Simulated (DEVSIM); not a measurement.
System: Ti/Al2O3/n-Ge capacitor, at 300 K.

| layer (left to right) | material | thickness (nm) | Nd (cm⁻³) |
|---|---|---|---|
| 1 | Al2O3 | 6.00 | - |
| 2 | Ge | 2200 | 7.1e16 |

Metal gate on the left, work function 4.33 eV. Fixed charge at the semiconductor interface 4.7e10 cm⁻² (in units of +e); interface traps 9.6e11 cm⁻² eV⁻¹, uniform in energy, neutral level at 0.5 of the gap above the valence band.

Constants are typed, rounded textbook-type inputs, not results; the design itself was drawn at random and stands for no fabricated device. Values at 300 K.

| parameter | Al2O3 | Ge |
|---|---|---|
| gap (eV) | 6.8 | 0.664 |
| affinity (eV) | 1.35 | 4 |
| permittivity | 9 | 16 |
| Nc (cm⁻³) | - | 1.04e19 |
| Nv (cm⁻³) | - | 6e18 |

DEVSIM, 1D Poisson equation in equilibrium, Boltzmann statistics, complete ionisation; no quantum confinement or tunnelling. Metal contacts follow the ideal Schottky-Mott rule: no Fermi-level pinning, no interface dipoles.

The interface trap density was swept, all else fixed.

| interface trap density (cm^-2 eV^-1) | minimum of the low-frequency capacitance (μF/cm²) | flat-band voltage (V) | threshold voltage (band bending 2φF) (V) |
|---|---|---|---|
| 0 | 0.150 | 0.20 | -0.31 |
| 1e10 | 0.151 | 0.20 | -0.31 |
| 1e11 | 0.162 | 0.20 | -0.32 |
| 3e11 | 0.187 | 0.20 | -0.32 |
| 9.6e11 | 0.259 | 0.22 | -0.34 |
| 1e12 | 0.263 | 0.22 | -0.34 |
| 2e12 | 0.357 | 0.24 | -0.36 |

From the first row to the last the minimum of the low-frequency capacitance goes from 0.150 to 0.357. From the first row to the last the flat-band voltage goes from 0.20 to 0.24.
